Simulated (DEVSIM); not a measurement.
System: abrupt InP n-p junction, at 300 K.

```tsv
layer (left to right)	material	thickness (μm)	Nd (cm⁻³)	Na (cm⁻³)	τn (s)	τp (s)
1	InP	0.820	1.1e16	-	2.8e-9	2.8e-9
2	InP	1.90	-	2.3e16	2.8e-9	2.8e-9
```

Left contact: ohmic. Right contact: ohmic. Voltage is applied to the left contact. Recombination: SRH at mid-gap, radiative, Auger. Mobility is μmin + (μ − μmin)/(1 + (N/Nref)^α).

The device is made up for the run: typed textbook-type constants, with dimensions and the other settings drawn at random. Values at 300 K; Nc and Nv go as T^1.5, mobilities as T to minus their exponent, the gap by Varshni's rule with the affinity fixed.

```
parameter              InP
----------------  --------
gap (eV)             1.344
affinity (eV)         4.38
permittivity          12.5
Nc (cm⁻³)           5.7e17
Nv (cm⁻³)           1.1e19
μn (cm²/Vs)           5200
μp (cm²/Vs)            170
μn,min                 400
μp,min                  10
Nref,n                3e17
Nref,p              4.9e17
αn                    0.47
αp                    0.62
T exponent of μn         2
T exponent of μp         2
B (cm³/s)          1.2e-10
Cn (cm⁶/s)           9e-31
Cp (cm⁶/s)           9e-31
Varshni α (eV/K)  0.000363
Varshni β (K)          162
```

Model (solved in DEVSIM): 1D drift-diffusion, Boltzmann statistics, complete ionisation; no tunnelling, impact ionisation, image-force lowering or self-heating.

The temperature was swept, all else fixed.

```
temperature (K)  potential step across the device at zero bias (V)  dark forward voltage at 1 A/cm² (V)  largest field in the device at zero bias (V/cm)  dark forward voltage at 100 A/cm² (V)
---------------  -------------------------------------------------  -----------------------------------  -----------------------------------------------  -------------------------------------
250                                                          1.153                                0.994                                            49000                                  1.099
300                                                          1.082                                0.895                                            47000                                  1.024
350                                                          1.009                                0.794                                            45000                                  0.944
400                                                          0.933                                0.691                                            43000                                  0.865
450                                                          0.855                                0.586                                            41000                                  0.784
500                                                          0.776                                0.480                                            39000                                  0.701
```

From the first row to the last the potential step across the device at zero bias goes from 1.153 to 0.776. From the first row to the last the dark forward voltage at 1 A/cm² goes from 0.994 to 0.480.
